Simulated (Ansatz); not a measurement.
Start from Cs in the bcc (W type) structure (space group Im-3m, No. 229; a = 6.0072 Å; relaxed with 0.1 eV smearing). Axes: x, y, z lie along the cube axes.

Computed with PBEsol in Ansatz (plane waves to 420 eV, PAW, scalar-relativistic without spin-orbit coupling).

Perturbation: biaxial strain −2.50 %, plane normal [001], relaxed out of plane (Cartesian); in-plane vectors clamped, the third vector and the atoms free.

Q: What happens to the in-plane stress and energy relative to the base?

A: The mean in-plane stress (compression positive) is 0.0 GPa; the energy increases by 0.3 meV/atom.

Stability against distortions was not tested. All final runs are without spin polarisation.

Ansatz is a quantum-chemistry and plane-wave program.
